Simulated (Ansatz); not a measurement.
We consider antifluorite Mg2C (high-pressure phase), described by G0W0@PBEsol (Ansatz, a program for electronic structure, hard PAW, contour deformation).

The same calculation (at the measured cell, 13.475 Å³/atom) with different numerical settings; throughout: k mesh 2×2×2:

```tsv
run	response cutoff (eV)	empty bands	quasiparticle gap on the mesh (eV)	quasiparticle gap at Γ (eV)	rough time
1	100	169	0.602	1.832	6 core-s
2	150	310	0.723	1.867	10 core-s
3	200	477	0.775	1.878	30 core-s
4	250	667	0.803	1.884	90 core-s
5	300	876	0.821	1.889	100 core-s
6	400	1349	?	?	4 core-min
```

### Question
What belongs in the gaps?

### Answer

- 6, quasiparticle gap on the mesh (eV): 0.840
- 6, quasiparticle gap at Γ (eV): 1.894

In the column quasiparticle gap on the mesh (eV) the first row differs from the last by -0.238 and the next to last by -0.019.

The last row is no converged limit: other settings stay fixed.
